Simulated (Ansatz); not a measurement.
The parent structure is HfO₂ in the fluorite structure (space group Fm-3m, No. 225; a = 5.001 Å). Axes: x, y, z lie along the cube axes.

Computed with LDA in Ansatz (plane waves to 420 eV, PAW, no spin-orbit coupling).

For the base:

The band gap is 3.66 eV, the shortest interatomic distance is 2.166 Å and the hole mass is 0.28 mₑ along k, 3.0 mₑ across (at X).

Perturbation: uniaxial strain ε_zz = −0.50 %, all other strain components held at zero; the atoms relax in the strained cell.

Question: What does the calculation give for the band gap, shortest interatomic distance and hole mass after the change?

Answer: The band gap drops by 0.026 eV, from 3.66 eV to 3.64 eV; the shortest interatomic distance falls by 0.004 Å to 2.162 Å; the hole mass goes from 0.28 mₑ along k, 3.0 mₑ across (at X) to 0.28 mₑ along k, 2.9 mₑ across (at X).

Spin-orbit coupling, missing from the scalar runs, can matter with Hf. Effective masses come from finite differences of ±0.01 Å⁻¹. Along k means along the line from Γ to the band edge. Whether these cells are dynamically stable was not tested. This is not the structure that HfO2 has at room temperature and ambient pressure.

Ansatz is a quantum-chemistry and plane-wave program.
